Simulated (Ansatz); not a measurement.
Output of an Ansatz run (abridged):

```
WARN ansatz: RAYON_NUM_THREADS=1 ignored (pool sized by the plan → 1); use --threads N
Pseudopotentials: kind: paw
Pseudopotential: Sc, paw, valence charge 11
Pseudopotential: Al, paw, valence charge 3
Crystal: 2 atoms, lattice volume = 38.630 Å³
Basis set: ecut = 420 eV, 739 PW (Γ), exchange–correlation on 48×48×48 points (8 copies of the dense FFT grid, shifted against one another)
Bands: 11, of which v1, the nominal top of the filled ones, is band 7 counted from 1 (6 counted from 0)
Symmetry: 8 space group operations
Space group: P4mm (ITA 99), of the structure as read, at distance tolerance 3.4e-5 Å
k-points: 126 of 1000 (time reversal used)
PAW frozen core: Sc, regenerated for the run's functional, and the local potential with it
PAW frozen core: Al, regenerated for the run's functional, and the local potential with it
Initial density: superposition of atomic densities (neutral atoms: chi_scale 0, normalization atom), corrected by the library's trained network
Initial wavefunctions: pseudopotential atomic-orbital guess
Eigensolver: davidson
Functional: x = pbesol(κ = 0.804, μ = 0.12345679012345678), c = pbesol(β = 0.046)
SCF iter   1: F=—  HF=-2636.851393 eV  |F-HF|=—  |Δ(HF+E_count)|=         —  Δρ=2.61e-3  dr2=3.99e-3  ethr=1.77e-3  ⟨swp⟩=5.0  Hψ=7343  notcnv=0
all-band conjugate gradients solve this SCF's bands
preconditioner: auto → none
SCF iter   2: F=—  HF=-2636.850270 eV  |F-HF|=—  |Δ(HF+E_count)|=   1.12e-3  Δρ=1.63e-3  dr2=1.68e-3  ethr=2.85e-5  ⟨swp⟩=1.0  Hψ=2394  notcnv=0
SCF iter   3: F=—  HF=-2636.849699 eV  |F-HF|=—  |Δ(HF+E_count)|=   5.71e-4  Δρ=3.54e-4  dr2=6.69e-5  ethr=1.20e-5  ⟨swp⟩=2.0  Hψ=1769  notcnv=0
SCF iter   4: F=—  HF=-2636.849690 eV  |F-HF|=—  |Δ(HF+E_count)|=   8.59e-6  Δρ=1.86e-4  dr2=2.19e-5  ethr=4.78e-7  ⟨swp⟩=2.1  Hψ=2232  notcnv=0
SCF iter   5: F=—  HF=-2636.849685 eV  |F-HF|=—  |Δ(HF+E_count)|=   5.35e-6  Δρ=8.36e-5  dr2=4.12e-6  ethr=1.56e-7  ⟨swp⟩=1.9  Hψ=1533  notcnv=0
SCF iter   6: F=—  HF=-2636.849683 eV  |F-HF|=—  |Δ(HF+E_count)|=   1.18e-6  Δρ=2.16e-5  dr2=2.54e-7  ethr=2.95e-8  ⟨swp⟩=2.5  Hψ=2082  notcnv=0
SCF iter   7: F=-2636.849683 eV  HF=-2636.849683 eV  |F-HF|=4.01e-9  |Δ(HF+E_count)|=   7.59e-8  Δρ=3.47e-6  dr2=4.34e-9  ethr=7.14e-10  ⟨swp⟩=4.7  Hψ=5677  notcnv=0
SCF 1 converged in 7 iterations: F = -2636.849683 eV  dr2 = 4.34e-9
SCF converged after 7 iterations
Free energy (F): -2636.849683 eV
Harris-Foulkes:  -2636.849683 eV  (|F-HF|=4.01e-9)
Internal energy: -2636.819331 eV  (E = F + TS)
E sigma→0 (E₀):  -2636.834507 eV
Entropy (-TS):   -0.030352 eV (-15.176 meV/atom)
Fermi energy:    9.430255 eV
--- Per-component energies (eV) ---
  E_band       = -152.796725
  E_kinetic    = 284.241362
  E_local      = -921.558294  (includes V_loc(G=0)·N_el)
  E_nonlocal   = 94.721107
  E_hartree    = 333.898221
  E_xc         = -142.973901
  E_vxc        = -158.023975  (∫ρ·V_xc dr)
  E_paw        = -1387.046302  (= ΣΔE_a)
  E_vpaw       = -119.971333  (= ΣTr[D̂ρ^β])
  E_aug_tail   = 0.000007  (compensation charges beyond the density's cutoff)
  E_ewald      = -898.249694
  E_core_change = 0.148164  (= ΣΔE_core)
  E_smearing   = -0.030352  (= −TS)
  E_closure    = -0.000000  (closes the sum)
  Σ components = -2636.849683   (vs F -2636.849683, Δ=0.00e0)
--- Forces (eV/Å), atoms counted from 1 ---
  atom   1  Sc     0.00000000     0.00000000    -0.23557067
  atom   2  Al    -0.00000000     0.00000000     0.23556728
  max |Σ_I F_I| component: 3.40e-6 eV/Å
--- Stress (GPa, compression-positive) ---
       -2.291859       0.000000      -0.000000
        0.000000      -2.291859       0.000000
       -0.000000       0.000000      -2.327490
  P = ⅓ Tr σ = -2.3037 GPa (-23.037 kbar)
  The stress holds the Pulay correction. Without it, at fixed plane waves, as pw.x and ABINIT print it: P = -2.3373 GPa
--- Band table (eV; the first three rows and the last of 126) ---
  k-point 0: bands = ["-39.8188", "-18.4949", "-18.4947", "-18.4947", "1.0171", "8.7746", "8.7758", "12.1147", "12.1147", "12.1173", "13.1237"]
  k-point 1: bands = ["-39.8174", "-18.5120", "-18.4932", "-18.4932", "1.1585", "8.6246", "8.8471", "11.6923", "11.6923", "12.1382", "12.7488"]
  k-point 2: bands = ["-39.8138", "-18.5564", "-18.4892", "-18.4892", "1.5744", "8.0239", "9.0467", "11.0962", "11.0962", "12.1936", "12.3683"]
  k-point 125: bands = ["-39.7769", "-18.6224", "-18.6223", "-18.6223", "6.9098", "6.9160", "6.9160", "8.9370", "12.2910", "12.2910", "12.2966"]
```

The structure:

```xyz
2
Lattice="3.3805 0.0000 0.0000 0.0000 3.3805 0.0000 0.0000 0.0000 3.3805" Properties=species:S:1:pos:R:3 pbc="T T T"
Sc     1.6902     1.6902     1.7402
Al     0.0000     0.0000     0.0000
```

Task: What input produced this log?

Result: Other spellings and defaults could give the same log, and not every line can be read from it. The input that was run (DFT, PBEsol, plane waves, default PAW files made with PBE):

Ansatz 0.2 input:
```yaml
# ScAl
crystal:
  lattice:
    - [3.38046100, 0.00000000, 0.00000000]
    - [0.00000000, 3.38046100, 0.00000000]
    - [0.00000000, 0.00000000, 3.38046100]
  atoms:
    - { symbol: Sc, position_ang: [1.69023050, 1.69023050, 1.74023090] }
    - { symbol: Al, position_ang: [0.00000000, 0.00000000, 0.00000000] }
basis:
  ecutwfc: 420.0 eV
kpoints:
  mp_grid: { grid: [10, 10, 10] }
hamiltonian:
  xc: pbesol
  pseudopotentials: { kind: paw }
scf:
  occupations: { method: fermi_dirac, width: 0.1 eV }
output:
  forces: true
  eigenvalues: true
  stress: true
```

The starting cell comes from a database of computed structures (which also holds hypothetical and non-ambient phases and stackings), without a prior relaxation at this level. Its lattice was rescaled by up to half a per cent. One atom was moved a little off its site on purpose. Ansatz's pressure includes its estimate of the finite-basis (Pulay) stress.

Ansatz is an electronic-structure program.
